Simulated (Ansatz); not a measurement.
# Bi2SiO5: response to strain

The parent structure is Bi2SiO5 (space group Cmc2_1, No. 36; a cell from a computed database, its experimental status unchecked).

```
CELL_PARAMETERS angstrom
      7.58446    -2.74037     0.00000
      7.58446     2.74037     0.00000
      0.00000     0.00000     5.32723
ATOMIC_POSITIONS crystal
  Si 0.67883 0.32117 0.80042
  Si 0.32117 0.67883 0.30042
  Bi 0.61370 0.05558 0.24481
  Bi 0.38630 0.94442 0.74481
  Bi 0.94442 0.38630 0.24481
  Bi 0.05558 0.61370 0.74481
  O  0.25962 0.24134 0.01515
  O  0.74038 0.75866 0.51515
  O  0.75866 0.74038 0.01515
  O  0.24134 0.25962 0.51515
  O  0.73420 0.08197 0.82458
  O  0.26580 0.91803 0.32458
  O  0.91803 0.26580 0.82458
  O  0.08197 0.73420 0.32458
  O  0.46945 0.53055 0.02849
  O  0.53055 0.46945 0.52849
```

Cartesian axes are those of the cell as printed.

Strains are applied to the cell and any free atomic positions relax; under biaxial strain the out-of-plane vector relaxes too.

The values are results of PBEsol (Ansatz, a program for electronic structure), no spin-orbit coupling, not measurements.

Notes on the quantities. energy relative to the base: free energy F.

| change | electron mass | energy relative to the base | shortest interatomic distance |
|---|---|---|---|
| base | 1.7 mₑ along k, 0.41 mₑ across (at Y) | 0 meV/atom | 3.054 bohr |
| biaxial strain −2.92 %, plane normal [001], relaxed out of plane | 1.1 mₑ along k, 0.39 mₑ across (at Y) | +15 meV/atom | 3.029 bohr |
| biaxial strain −1.01 %, plane normal [001], relaxed out of plane | 1.4 mₑ along k, 0.40 mₑ across (at Y) | +1.7 meV/atom | ? |
| uniaxial strain ε_yy = +3.60 % | 1.2 mₑ along x, 0.33 mₑ across (at Γ) | ? | 3.065 bohr |

What belongs in the blanks?


- biaxial strain −1.01 %, plane normal [001], relaxed out of plane, shortest interatomic distance: 3.046 bohr
- uniaxial strain ε_yy = +3.60 %, energy relative to the base: +7.6 meV/atom

With Bi present, leaving out spin-orbit coupling can change the band edges. The levels and masses belong to the bands next to the band gap. Effective masses come from finite differences of ±0.01 Å⁻¹. Along k means along the line from Γ to the band edge. No phonon test of stability was made.
